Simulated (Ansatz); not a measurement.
Given:

End structure of a constructed model of the (0001) surface of hcp Os, a pseudomorphic layer of Ta in the host's stacking (bottom of the slab: a bare face, its two planes held):

```
CELL_PARAMETERS angstrom
      2.75423     0.00000     0.00000
     -1.37712     2.38523     0.00000
      0.00000     0.00000    30.00000
ATOMIC_POSITIONS crystal
  Os 0.66667 0.33333 0.27147
  Os 0.33333 0.66667 0.34391
  Os 0.66667 0.33333 0.41577
  Os 0.33333 0.66667 0.48929
  Os 0.66667 0.33333 0.56120
  Os 0.33333 0.66667 0.63271
  Ta 0.66667 0.33333 0.71226
```

Slab: 7 atoms, 13.7 Å thick at the start; k 16x16x1, smearing 0.1 eV, dipole-corrected; single point; on the structure that PBE left under its start's symmetry; no spin, no spin-orbit, no U. It is one candidate, not shown to be the stable structure of the face.

Q: Give the work function of the top face at the level Ansatz (a program for electronic structure) with r2SCAN, at the PBE geometry.

A: 5.27 eV
